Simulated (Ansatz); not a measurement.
InP (F-43m), r2SCAN with spin-orbit coupling, rigid bands (Ansatz, a first-principles code): band gap 1.00 eV, N_c = 5.80e17 cm⁻³ and N_v = 2.48e19 cm⁻³ at 300 K, conductivity masses of 0.0842 mₑ (electrons) and 0.568 mₑ (holes). Take k_BT = 0.02585 eV.

Task: Find the intrinsic carrier density and the intrinsic Fermi level.

Result: n_i = √(N_c N_v) exp(−E_g/2k_BT) = 3.79e18 × exp(−19.34) = 1.5e10 cm⁻³. The level lies (k_BT/2) ln(N_v/N_c) = 49 meV from mid-gap (positive towards the conduction band). Each 0.1 eV added to the gap lowers n_i by a factor of 6.9.

Task: A film of it is 8 nm thick. Estimate the confinement energies in an infinite well.

Result: ħ²π²/(2m t²) = 0.376 eV·nm²/(m/mₑ × t²) gives 69.8 meV for electrons and 10.3 meV for holes, so the gap would widen to about 1.08 eV. Finite barriers and nonparabolic bands lower this, and with several valleys or bands the heaviest mass along the normal sets the lowest level, not this average.

Task: What thermal injection velocity √(2k_BT/πm) limits a ballistic channel?

Result: 1.85e7 cm/s for electrons and 7.14e6 cm/s for holes, a ratio of √(m_h/m_e) = 2.60, for dilute carriers.

Rigid, parabolic bands with the computed gap; masses take one relaxation time for all states.
